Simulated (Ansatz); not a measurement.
**W2C (P-3m1, No. 164; start mp-1008625): properties by level of theory**

```json
[
 {"level (code)": "LDA (Ansatz)", "lattice constant a (Å)": "3.017", "lattice parameter c (Å)": "4.620"},
 {"level (code)": "PBE (Ansatz)", "lattice constant a (Å)": "3.061", "lattice parameter c (Å)": "4.678"},
 {"level (code)": "PBEsol (Ansatz)", "lattice constant a (Å)": "3.034", "lattice parameter c (Å)": "4.644"},
 {"level (code)": "PBE-D3(BJ) (Ansatz)", "lattice constant a (Å)": "3.034", "lattice parameter c (Å)": "4.657"},
 {"level (code)": "PBE-D4 (Ansatz)", "lattice constant a (Å)": "3.036", "lattice parameter c (Å)": "4.658"}
]
```

Caveats: the relaxation could not lower the start's symmetry, so the cell can be a saddle point above a distorted one (LDA, PBE, PBEsol, PBE-D3(BJ), PBE-D4). Ansatz's density-functional and Hartree–Fock values are scalar-relativistic unless marked +SOC, with PAW data made under PBE.

Computed values are for the static lattice.

A start named mp-… is a Materials Project structure, which can be a computed phase never made.

Ansatz is an electronic-structure program.
